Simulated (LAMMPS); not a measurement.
MD of C (diamond structure) at zero pressure, 512 atoms, as a crystal; each row is its own run.

Computed with classical MD, pair style meam, file SiC.meam, run in LAMMPS.

```
T (K)  volume (Å³/atom)
-----  ----------------
200              5.7054
300              5.7213
1800             5.9901
2400             6.1126
4200             6.5616
4800             6.7461
```

Q: Fit a straight line, y = a + b x, to these rows (x is the first column, y the second) and predict the run at x = 3000.

A: Least squares gives a = 5.6295 and b = 0.0002234. At x = 3000 the fit predicts 6.2996 Å³/atom. The run itself gave 6.248 ± 0.001 Å³/atom, so the fit is 0.82 % high.

Caution: the potential MEAM SiC.meam is made for SiC, not for the elements.

Caution: in nature this polymorph isn't the stable one over the whole range of temperature at this pressure, and short runs keep a crystal in its starting form.

Caution (rows 200; 300): nuclei are classical, which matters for such light atoms.

Caution (rows 1800; 2400; 3000; 4200; 4800): a run this short can hold a crystal over, or a liquid under, the potential's own melting point, which these runs don't give.
